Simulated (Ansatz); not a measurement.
Results of LDA in Ansatz (PAW) for Bi (C2/m, No. 12, 2 atoms in the cell; start mp-23157; another form than the element's usual one).

Numerical settings: plane-wave cutoff 520 eV, 12×12×18 k mesh (along the axes of the cell as run), Fermi–Dirac smearing 0.05 eV, scalar-relativistic PAW data made under PBE.

Cell (relaxed at this level):

```
Bi
1.0
    3.40228    -3.04711    -0.01434
    3.40228     3.04711    -0.01434
   -1.24185     0.00000     3.04987
Bi
2
Direct
  0.24771   0.24771   0.14475
  0.75229   0.75229   0.85525
```

Problem. Give the computed bulk modulus.

Solution. 
- bulk modulus = 56.3 GPa

The run finds no gap.

Note: the bulk modulus is −V dP/dV from two relaxed cells at ±2 % in volume; the relaxation could not lower the start's symmetry, so the cell can be a saddle point above a distorted one.

Spin–orbit coupling is not included; it can shift volumes and moduli of such heavy elements.

Static lattice: no zero-point or thermal effects.

Computing time: roughly 7 core-minutes.

A start named mp-… is a Materials Project structure, which need not be a measured phase.

Ansatz is an electronic-structure program.
